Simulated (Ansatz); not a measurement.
The parent structure is Sb (space group R-3m, No. 166; a = 4.3263 Å, c = 11.3390 Å (hexagonal axes); layered; relaxed with 0.1 eV smearing).

Level of theory: r2SCAN+rVV10 in Ansatz (plane waves to 500 eV, PAW, scalar-relativistic without spin-orbit coupling).

Before the change:

- Pressure: 0.0 GPa
- Band gap: zero

One thing is altered: every lattice vector is stretched by 1.12 %; the atoms relax in the strained cell.

Task: Estimate the effect on the pressure, largest internal atomic displacement, energy relative to the base and band gap.

Result: The pressure (mean of the normal stresses, compression positive) goes from zero to -1.3 GPa; the largest internal atomic displacement is 0.018 Å; the energy grows by 4.5 meV/atom; the band gap remains zero.

Spin-orbit coupling, missing from the scalar runs, can matter with Sb. No phonon test of stability was made.

Ansatz is an electronic-structure program.
